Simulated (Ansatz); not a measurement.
Short convergence ladders for NbAs (Imm2, 4 atoms in the cell)

```xyz
4
Lattice="-1.7419 1.7419 5.9346 1.7419 -1.7419 5.9346 1.7419 1.7419 -5.9346" Properties=species:S:1:pos:R:3 pbc="T T T"
Nb     0.0000     0.0000     8.9485
Nb     1.7419     0.0000     5.9312
As     0.0000     0.0000     1.9855
As     0.0000     1.7419     4.9527
```

Base method: PBEsol, default PAW files made with PBE (plane waves; Ansatz, a program for electronic structure).

Base settings: basis.ecutwfc = 30.9 Ry; kpoints.mp_grid.grid = 8 8 8; hamiltonian.xc = pbesol; hamiltonian.pseudopotentials = {kind: paw} (the program's default PAW files); scf.occupations.method = gaussian; scf.occupations.width = 0.0073 Ry.

**The k-point mesh at a smearing width of 0.02 eV**

In this ladder: scf.occupations.width = 0.0015 Ry.

Only quantities that move along the ladder and can be compared are tabulated.

```csv
kpoints.mp_grid.grid,free energy less the last step's (meV/atom),pressure (GPa),largest difference of a force vector from the last step's (eV/Å)
5 5 5,14.01,-7.37,0.024
6 6 6,7.72,-7.45,0.073
7 7 7,5.06,-7.50,0.022
10 10 10,1.83,-7.56,0.018
14 14 14,0.58,-7.58,0.013
18 18 18,0.20,-7.58,0.005
26 26 26,0.00,-7.59,0.000
```

Coarsest kpoints.mp_grid.grid that holds the pressure within 0.1 GPa of the last step, with all finer ones: 7 7 7; the step before is off by 0.13 GPa.

Coarsest kpoints.mp_grid.grid that holds the free energy within 1 meV/atom of the last step, with all finer ones: 14 14 14; the step before is off by 1.8 meV/atom.

**The width of Fermi-Dirac smearing**

In this ladder: kpoints.mp_grid.grid = 13 13 13; scf.occupations.method = fermi_dirac.

Narrow widths need finer meshes than wide ones, so the last steps can hold mesh noise.

Only quantities that move along the ladder and can be compared are tabulated; pressure and forces are left out, as mesh noise rules them at narrow widths.

```csv
scf.occupations.width,free energy less the last step's (meV/atom),energy extrapolated to zero width less the last step's (meV/atom)
0.0735 Ry,-976.74,103.84
0.0367 Ry,-193.16,39.34
0.022 Ry,-51.97,14.95
0.0073 Ry,0.00,0.00
```

Widest scf.occupations.width that holds the free energy within 5 meV/atom: not settled: the last two steps still differ by 52 meV/atom, over half the tolerance, so the ladder does not show it.

Widest scf.occupations.width that holds the energy extrapolated to zero width within 2 meV/atom: not settled: the last two steps still differ by 15 meV/atom, over half the tolerance, so the ladder does not show it.

The extrapolation to zero width removes most of the smearing's effect on the energy.

**The mesh under tetrahedron occupations**

In this ladder: scf.occupations.method = tetrahedron; scf.occupations.width = default.

Only quantities that move along the ladder and can be compared are tabulated.

| kpoints.mp_grid.grid | free energy less the last step's (meV/atom) | pressure (GPa) | largest difference of a force vector from the last step's (eV/Å) |
|---|---|---|---|
| 6 6 6 | 7.64 | -7.44 | 0.013 |
| 7 7 7 | 5.14 | -7.50 | 0.007 |
| 8 8 8 | 3.81 | -7.53 | 0.016 |
| 13 13 13 | 0.63 | -7.58 | 0.004 |
| 16 16 16 | 0.32 | -7.58 | 0.003 |
| 25 25 25 | 0.00 | -7.59 | 0.000 |

Coarsest kpoints.mp_grid.grid that holds the pressure within 0.1 GPa of the last step, with all finer ones: 7 7 7; the step before is off by 0.15 GPa.

Coarsest kpoints.mp_grid.grid that holds the forces within 0.01 eV/Å of the last step, with all finer ones: 13 13 13; the step before is off by 0.016 eV/Å.

Coarsest kpoints.mp_grid.grid that holds the free energy within 2 meV/atom of the last step, with all finer ones: 13 13 13; the step before is off by 3.8 meV/atom.

On the base run: the starting cell comes from a database of computed structures (which also holds hypothetical and non-ambient phases and stackings), without a prior relaxation at this level. Its lattice was rescaled by up to half a per cent. One atom was moved a little off its site on purpose. Spin polarisation is off. In the base run, with a pressure of about -8 GPa the cell is away from its equilibrium volume at this level. Ansatz's pressure includes its estimate of the finite-basis (Pulay) stress.

Left out of this page: 2 runs of the series outside the window shown, repeating another row's setting, or not comparable.

Keys are those of Ansatz 0.2.
